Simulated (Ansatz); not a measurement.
Start from BN (space group P6_3/mmc, No. 194; a = 2.500 Å, c = 6.412 Å; layered, stacked along the Cartesian z axis). Axes: x lies along a and z along c of the hexagonal cell.

Calculations: Kohn–Sham DFT with the PBEsol-D3(BJ) functional, run in Ansatz (a program for electronic structure) with PAW and 420 eV plane waves, scalar-relativistic without spin-orbit coupling.

Base values:

The smallest direct gap comes out as 4.49 eV.

Perturbation: tensile biaxial strain of 3.00 % in the plane normal to [001], as in epitaxy on a mismatched substrate; the out-of-plane cell vector and the atoms relax.

**Question.** Predict the new smallest direct gap and ratio −ε⊥/ε∥.

**Answer.** The smallest direct gap decreases by 0.235 eV to 4.25 eV; the ratio −ε⊥/ε∥ amounts to 0.13.

No phonon test of stability was made.
